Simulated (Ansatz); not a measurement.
Take GaCuSe2 in the chalcopyrite structure (space group I-42d, No. 122) as the base.

```yaml
crystal:
  lattice:
    - [-2.75419, 2.75419, 5.48075]
    - [2.75419, -2.75419, 5.48075]
    - [2.75419, 2.75419, -5.48075]
  atoms:
    - { symbol: Ga, position: [0.50000, 0.50000, 0.00000] }
    - { symbol: Ga, position: [0.25000, 0.75000, 0.50000] }
    - { symbol: Cu, position: [0.00000, 0.00000, 0.00000] }
    - { symbol: Cu, position: [0.75000, 0.25000, 0.50000] }
    - { symbol: Se, position: [0.87500, 0.88412, 0.50912] }
    - { symbol: Se, position: [0.11588, 0.62500, 0.99088] }
    - { symbol: Se, position: [0.37500, 0.36588, 0.49088] }
    - { symbol: Se, position: [0.63412, 0.12500, 0.00912] }
```

Level of theory: plane-wave PAW DFT at the LDA level (Ansatz, a first-principles code, 420 eV), without spin-orbit coupling.

Before the change:

- Pressure = 0.00 GPa

Modification: the cell is scaled by 0.9925 in all directions; the atoms relax in the strained cell.

Problem. Estimate the effect on the mean gap deformation potential ΔEg/Δln V.

Solution. The mean gap deformation potential ΔEg/Δln V amounts to -4.5 eV.

Problem. Estimate the effect on the energy relative to the base.

Solution. The energy rises by 2.6 meV/atom.

Problem. What does the calculation give for the pressure after the change?

Solution. The pressure (mean of the normal stresses, compression positive) goes from zero to 1.86 GPa.

Whether these cells are dynamically stable was not tested. All final runs are without spin polarisation. The zero or small gap of GaCuSe2 can change with the level of theory.
